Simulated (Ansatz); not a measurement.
The reference is P (space group I4_132, No. 214; a = 6.041 Å; a hypothetical phase, not in the database extracts checked; relaxed with 0.1 eV smearing). Axes: x, y, z lie along the cube axes.

Level of theory: Kohn–Sham DFT with the PBEsol functional, run in Ansatz (a first-principles code) with PAW and 420 eV plane waves, without spin-orbit coupling.

Strains are applied to the cell and any free atomic positions relax.

One change was made to it. Results:

| quantity | base | after |
|---|---|---|
| band gap | zero | zero |
| shortest interatomic distance | 2.136 Å | 2.130 Å |
| pressure (mean of the normal stresses, compression positive) | 0.0 GPa | 0.0 GPa |

Which of these changes matches the shifts?
A) isotropic strain +1.33 %
B) uniaxial strain ε_xx = −3.10 %
C) tensor shear ε_xz = −0.61 %

C, tensor shear ε_xz = −0.61 %. For comparison, the pressure in the other runs: isotropic strain +1.33 % gives -1.4 GPa; uniaxial strain ε_xx = −3.10 % gives 1.4 GPa.

No phonon test of stability was made.
